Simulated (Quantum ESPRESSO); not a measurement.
Quantum ESPRESSO is run on MgO (Fm-3m, 2 atoms in the cell), and the run fails. The aim is a self-consistent single point with DFT, LDA (PZ), plane waves, GBRV 1.5 ultrasoft (LDA) pseudopotentials.

Cell that was meant: a = 2.9956 Å, b = 2.9956 Å, c = 2.9956 Å, α = 60.00°, β = 60.00°, γ = 60.00°.

Part of the input:

```fortran
    ibrav = 0
    nat = 2
    ntyp = 2
    ecutwfc = 40.0
    ecutrho = 200
    occupations = 'fixed'
    nbnd = 12
[...]
   2.11818000     2.11818000     0.00000000
ATOMIC_POSITIONS {crystal}
Mg    0.00000000    0.00000000    0.00000000
O     0,50000000    0,50000000    0,50000000
K_POINTS {automatic}
11 11 11  0 0 0
```

Output (repeated stretches shortened):

```
     This program is part of the open-source Quantum ESPRESSO suite
     for quantum simulation of materials; please cite

[eval_infix.c] A parsing error occurred
helper string:
0,50000000
error code:
Error: invalid token: ,

 %%%%%%%%%%%%%%%%%%%%%%%%%%%%%%%%%%%%%%%%%%%%%%%%%%%%%%%%%%%%%%%%%%%%%%%%%%%%%%
     Error in routine card_atomic_positions (1):
     Error while parsing atomic position card.
 %%%%%%%%%%%%%%%%%%%%%%%%%%%%%%%%%%%%%%%%%%%%%%%%%%%%%%%%%%%%%%%%%%%%%%%%%%%%%%

     stopping ...
```

Q: From the messages shown, name the fault and mend the input.

A: The fault is decimal commas. The program does not read a comma as a decimal mark. To fix it, use decimal points. The program stopped before any SCF iteration.

An input that runs soundly differs in these lines (not the only fix; some lines may just follow from the change or write a value another way):
```diff
-    ecutwfc = 40.0
+    ecutwfc = 40
-O     0,50000000    0,50000000    0,50000000
+O     0.50000000    0.50000000    0.50000000
```

With that input, the run converged in 9 iterations: free energy E − TS -2144.5601 eV; top of the valence band (on the code's own zero) 7.25 eV; gap on the k-point mesh 4.51 eV; pressure -8.05 GPa (DFT, LDA (PZ), plane waves, GBRV 1.5 ultrasoft (LDA) pseudopotentials).

On the sound input: the starting cell comes from a database of computed structures (which also holds hypothetical and non-ambient phases and stackings), without a prior relaxation at this level. Its lattice was rescaled by a random factor within 2.5 % of one. With a pressure of about -8 GPa the cell is away from its equilibrium volume at this level.
